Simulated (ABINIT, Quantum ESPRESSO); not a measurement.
A Quantum ESPRESSO input for a self-consistent single point of V3Sn (Pm-3n, 8 atoms in the cell) (DFT, LDA (PZ), plane waves, GBRV 1.5 ultrasoft (LDA) pseudopotentials):

```fortran
&control
    calculation = 'scf',
    prefix = 'scf',
    outdir = './tmp',
    pseudo_dir = './',
    tprnfor = .true.,
    tstress = .true.,
/
&system
    ibrav = 1,
    A = 4.8166070000,
    nat = 8,
    ntyp = 2,
    ecutwfc = 50,
    ecutrho = 400,
    occupations = 'smearing',
    smearing = 'fd',
    degauss = 0.0073499,
/
&electrons
    conv_thr = 1e-10,
/
ATOMIC_SPECIES
V     50.9415  v_lda_v1.4.uspp.F.UPF
Sn   118.7100  sn_lda_v1.4.uspp.F.UPF
ATOMIC_POSITIONS crystal
V     0.5000000000    0.2500000000    0.0000000000
V     0.5000000000    0.7500000000    0.0000000000
V     0.2500000000    0.0000000000    0.5000000000
V     0.7500000000    0.0000000000    0.5000000000
V     0.0000000000    0.5000000000    0.2500000000
V     0.0000000000    0.5000000000    0.7500000000
Sn    0.5000000000    0.5000000000    0.5000000000
Sn    0.0000000000    0.0000000000    0.0000000000
K_POINTS automatic
5 5 5  0 0 0
```

Q: Give the ABINIT input for the same structure, mesh, smearing and functional.

A: This is the input that was run; spellings and numerical settings could be chosen otherwise.

```
# V3Sn, PseudoDojo nc-sr-04 LDA standard
pp_dirpath "./"
pseudos "V.upf, Sn.upf"
acell 9.1020680800 9.1020680800 9.1020680800
rprim
         1.0000000000    0.0000000000    0.0000000000
         0.0000000000    1.0000000000    0.0000000000
         0.0000000000    0.0000000000    1.0000000000
natom 8
ntypat 2
znucl 23 50
typat 1 1 1 1 1 1 2 2
xred
         0.5000000000    0.2500000000    0.0000000000
         0.5000000000    0.7500000000    0.0000000000
         0.2500000000    0.0000000000    0.5000000000
         0.7500000000    0.0000000000    0.5000000000
         0.0000000000    0.5000000000    0.2500000000
         0.0000000000    0.5000000000    0.7500000000
         0.5000000000    0.5000000000    0.5000000000
         0.0000000000    0.0000000000    0.0000000000
ecut 84 Ry
ixc 7
occopt 3
tsmear 0.1 eV
nband 66
kptopt 1
ngkpt 5 5 5
nshiftk 1
shiftk 0 0 0
nstep 60
toldfe 1.0e-09
prtwf 0
prtden 0
prtvol 1
enunit 1
```

Basis settings and potentials, where a program has them, do not carry over. This input uses DFT, LDA (PW92), plane waves, norm-conserving pseudopotentials (PseudoDojo nc-sr-04 LDA standard). LDA parametrisations can differ slightly between programs. Both were run: pressure 3.49 GPa in Quantum ESPRESSO and 4.78 in ABINIT.

On ABINIT: the starting cell comes from a database of computed structures (which also holds hypothetical and non-ambient phases and stackings), without a prior relaxation at this level. Its lattice was rescaled by a random factor within 2.5 % of one. Spin polarisation is off. With a pressure of about 5 GPa the cell is away from its equilibrium volume at this level.

On Quantum ESPRESSO: the starting cell comes from a database of computed structures (which also holds hypothetical and non-ambient phases and stackings), without a prior relaxation at this level. Its lattice was rescaled by a random factor within 2.5 % of one. Spin polarisation is off. With a pressure of about 3 GPa the cell is away from its equilibrium volume at this level.
